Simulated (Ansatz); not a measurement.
A self-consistent single point of AlRh (Pm-3m, 2 atoms in the cell) with Ansatz (a program for electronic structure)

Computed with LDA (PW92), default PAW files made with PBE (plane waves; Ansatz).

Input as run:

Ansatz 0.2 input:
```yaml
# AlRh
crystal:
  lattice:
    - [2.992207, 0.000000, 0.000000]
    - [0.000000, 2.992207, 0.000000]
    - [0.000000, 0.000000, 2.992207]
  atoms:
    - { symbol: Al, position: [0.000000, 0.000000, 0.000000] }
    - { symbol: Rh, position: [0.500000, 0.500000, 0.500000] }
basis:
  ecutwfc: 420.0 eV
kpoints:
  mp_grid: { grid: [11, 11, 11] }
hamiltonian:
  xc: lda
  pseudopotentials: { kind: paw }
scf:
  occupations: { method: gaussian, width: 0.1 eV }
output:
  forces: true
  eigenvalues: true
  stress: true
```

The program printed (abridged):

```
WARN ansatz: RAYON_NUM_THREADS=1 ignored (pool sized by the plan → 1); use --threads N
Pseudopotentials: kind: paw
Pseudopotential: Al, paw, valence charge 3
Pseudopotential: Rh, paw, valence charge 17
Crystal: 2 atoms, lattice volume = 26.790 Å³
Basis set: ecut = 420 eV, 515 PW (Γ)
Bands: 14, of which v1, the nominal top of the filled ones, is band 10 counted from 1 (9 counted from 0)
Symmetry: 48 space group operations
Space group: Pm-3m (ITA 221), of the structure as read, at distance tolerance 3.0e-5 Å
k-points: 56 of 1331
PAW frozen core: Al, regenerated for the run's functional, and the local potential with it
PAW frozen core: Rh, regenerated for the run's functional, and the local potential with it
Initial density: superposition of atomic densities (neutral atoms: chi_scale 0, normalization atom), corrected by the library's trained network
Initial wavefunctions: pseudopotential atomic-orbital guess
Eigensolver: davidson
Functional: x = slater, c = lda
SCF iter   1: F=—  HF=-6793.720983 eV  |F-HF|=—  |Δ(HF+E_count)|=         —  Δρ=7.79e-3  dr2=1.24e-2  ethr=1.77e-3  ⟨swp⟩=4.8  Hψ=3900  notcnv=0
all-band conjugate gradients solve this SCF's bands
preconditioner: auto → none
SCF iter   2: F=—  HF=-6793.719011 eV  |F-HF|=—  |Δ(HF+E_count)|=   1.97e-3  Δρ=2.97e-3  dr2=8.13e-4  ethr=6.21e-5  ⟨swp⟩=1.7  Hψ=1444  notcnv=0
SCF iter   3: F=—  HF=-6793.718804 eV  |F-HF|=—  |Δ(HF+E_count)|=   2.06e-4  Δρ=7.77e-4  dr2=4.46e-5  ethr=4.06e-6  ⟨swp⟩=1.1  Hψ=816  notcnv=0
SCF iter   4: F=—  HF=-6793.718795 eV  |F-HF|=—  |Δ(HF+E_count)|=   9.34e-6  Δρ=4.52e-5  dr2=3.85e-7  ethr=2.23e-7  ⟨swp⟩=2.3  Hψ=1053  notcnv=0
iter 5 did not close the SCF: its close was put off for the readings that it lacked (scf_convergence_deferred on its scf_iter line)
SCF iter   5: F=-6793.718795 eV  HF=-6793.718795 eV  |F-HF|=2.29e-10  |Δ(HF+E_count)|=   1.78e-8  Δρ=7.26e-6  dr2=3.36e-9  ethr=1.93e-9  ⟨swp⟩=2.2  Hψ=1130  notcnv=0
SCF iter   6: F=-6793.718795 eV  HF=-6793.718795 eV  |F-HF|=8.19e-12  |Δ(HF+E_count)|=  1.03e-10  Δρ=9.29e-7  dr2=3.73e-11  ethr=1.68e-11  ⟨swp⟩=2.1  Hψ=2274  notcnv=0
SCF 1 converged in 6 iterations: F = -6793.718795 eV  dr2 = 3.73e-11
SCF converged after 6 iterations
Free energy (F): -6793.718795 eV
Harris-Foulkes:  -6793.718795 eV  (|F-HF|=8.19e-12)
Internal energy: -6793.715664 eV  (E = F + TS)
E sigma→0 (E₀):  -6793.717230 eV
Entropy (-TS):   -0.003131 eV (-1.565 meV/atom)
Fermi energy:    16.577743 eV
--- Per-component energies (eV) ---
  E_band       = -154.784961
  E_kinetic    = 602.503621
  E_local      = -2194.751589  (includes V_loc(G=0)·N_el)
  E_nonlocal   = 371.406087
  E_hartree    = 828.103401
  E_xc         = -262.202308
  E_vxc        = -310.413690  (∫ρ·V_xc dr)
  E_paw        = -3908.163404  (= ΣΔE_a)
  E_vpaw       = -279.736862  (= ΣTr[D̂ρ^β])
  E_aug_tail   = 0.000769  (compensation charges beyond the density's cutoff)
  E_ewald      = -2231.290440
  E_core_change = 0.678199  (= ΣΔE_core)
  E_smearing   = -0.003131  (= −TS)
  E_closure    = 0.000000  (closes the sum)
  Σ components = -6793.718795   (vs F -6793.718795, Δ=0.00e0)
--- Forces (eV/Å), atoms counted from 1 ---
  atom   1  Al    -0.00000000     0.00000000     0.00000000
  atom   2  Rh     0.00000000    -0.00000000     0.00000000
  max |Σ_I F_I| component: 8.33e-29 eV/Å
--- Stress (GPa, compression-positive) ---
       -8.883885       0.000000      -0.000000
        0.000000      -8.883885       0.000000
       -0.000000       0.000000      -8.883885
  P = ⅓ Tr σ = -8.8839 GPa (-88.839 kbar)
  The stress holds the Pulay correction. Without it, at fixed plane waves, as pw.x and ABINIT print it: P = -8.9569 GPa
--- Band table (eV; the first three rows and the last of 56) ---
  k-point 0: bands = ["-62.1312", "-30.0652", "-30.0652", "-30.0652", "5.7742", "11.6309", "11.6309", "14.8378", "14.8378", "14.8378", "21.4508", "21.4508", "21.4508", "26.0351"]
  k-point 1: bands = ["-62.1304", "-30.0766", "-30.0643", "-30.0643", "5.9289", "11.6788", "11.6827", "14.6851", "14.6851", "14.8538", "20.6200", "21.7304", "21.7304", "25.7767"]
  k-point 2: bands = ["-62.1283", "-30.1069", "-30.0618", "-30.0618", "6.3828", "11.7755", "11.8112", "14.3167", "14.3167", "14.8971", "19.1013", "22.4778", "22.4778", "25.1229"]
  k-point 55: bands = ["-62.1032", "-30.1737", "-30.1736", "-30.1736", "10.6603", "10.7996", "10.7996", "15.8295", "15.8295", "18.2513", "18.5856", "19.4715", "19.4715", "23.3170"]
```

The run converged in 6 iterations.

The starting cell comes from a database of computed structures (which also holds hypothetical and non-ambient phases and stackings), without a prior relaxation at this level. Its lattice was rescaled by up to half a per cent. Spin polarisation is off. With a pressure of about -9 GPa the cell is away from its equilibrium volume at this level. Ansatz's pressure includes its estimate of the finite-basis (Pulay) stress.
